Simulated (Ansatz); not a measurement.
Start from AlN (space group P4_2/mnm, No. 136; a = 5.294 Å, c = 3.109 Å; a hypothetical phase, not in the database extracts checked).

Levels (all Ansatz, an electronic-structure program, PAW): PBEsol (420 eV, no SOC); r2SCAN (500 eV, no spin-orbit coupling); HSE06 (420 eV, no spin-orbit coupling).

At the geometry relaxed with PBEsol, these levels gave the following band gaps, in shuffled order: (a) 4.43 eV, (b) 5.14 eV, (c) 3.75 eV.

Q: Match each gap to its level.

A: (a) r2SCAN; (b) HSE06; (c) PBEsol.

Single points use the geometry relaxed with PBEsol. HSE06 gaps are upper bounds (no full band path). Whether these cells are dynamically stable was not tested.
